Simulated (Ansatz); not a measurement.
The parent structure is TeS2 in the CdI2 type structure (space group P-3m1, No. 164; a = 3.744 Å, c = 5.460 Å; a hypothetical phase, not in the database extracts checked; layered; relaxed with 0.1 eV smearing). Axes: x lies along a and z along c of the hexagonal cell.

Structures relaxed with PBEsol-D3(BJ) (Ansatz, a program for electronic structure; PAW; 420 eV plane waves; no SOC).

Base:

Simulated powder pattern, Mo Kα, λ = 0.71073 Å (kinematic, ideal powder, no thermal factors, no anomalous dispersion; the 8 strongest lines at most, above 2 %, up to 2θ = 40°):

| 2θ (°) | I/Imax (%) | hkl |
|---|---|---|
| 7.46 | 48 | (001) |
| 12.58 | 29 | (100) |
| 14.65 | 100 | (011) |
| 19.59 | 54 | (102) |
| 21.89 | 29 | (110) |
| 23.15 | 17 | (111) |
| 26.44 | 19 | (201) |
| 34.58 | 16 | (121) |

After one change:

Simulated powder pattern, Mo Kα, λ = 0.71073 Å (kinematic, ideal powder, no thermal factors, no anomalous dispersion; the 8 strongest lines at most, above 2 %, up to 2θ = 40°):

```csv
2θ (°),I/Imax (%)
7.55,79
12.37,34
14.56,100
14.64,49
19.49,40
19.67,21
21.86,33
25.97,19
```

Which of these changes matches the shifts?
A. uniaxial stress, 5 GPa compression along x
B. uniaxial strain ε_yy = +2.13 %
C. uniaxial stress, 2 GPa tension along x
D. isotropic strain +2.15 %

C, uniaxial stress, 2 GPa tension along x. Its volume per atom is 22.28 Å³ against 22.09 Å³, and its space group is C2/m (No. 12).

Stability under load was not tested beyond the relaxation. The final runs are not spin-polarised.
